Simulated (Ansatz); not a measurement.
Base system: SiC (space group P6_3mc, No. 186; a = 3.094 Å, c = 10.129 Å). Axes: x lies along a and z along c of the hexagonal cell.

All numbers come from Ansatz (a first-principles code), PBE, PAW, cutoff 420 eV, no spin-orbit coupling.

For the base:

```
Quantity                Value
-------------------  --------
Smallest direct gap   3.34 eV
Pressure             0.00 GPa
```

Perturbation: the cell is stretched by 3.00 % along z with no lateral relaxation; the atoms relax in the strained cell.

Question: What happens to the smallest direct gap?

Answer: The smallest direct gap falls by 0.11 eV, from 3.34 eV to 3.23 eV.

Question: What happens to the energy relative to the base?

Answer: The energy increases by 15 meV/atom.

Question: What does the calculation give for the pressure after the change?

Answer: The pressure (mean of the normal stresses, compression positive) goes from zero to -5.78 GPa.

Stability against distortions was not tested.
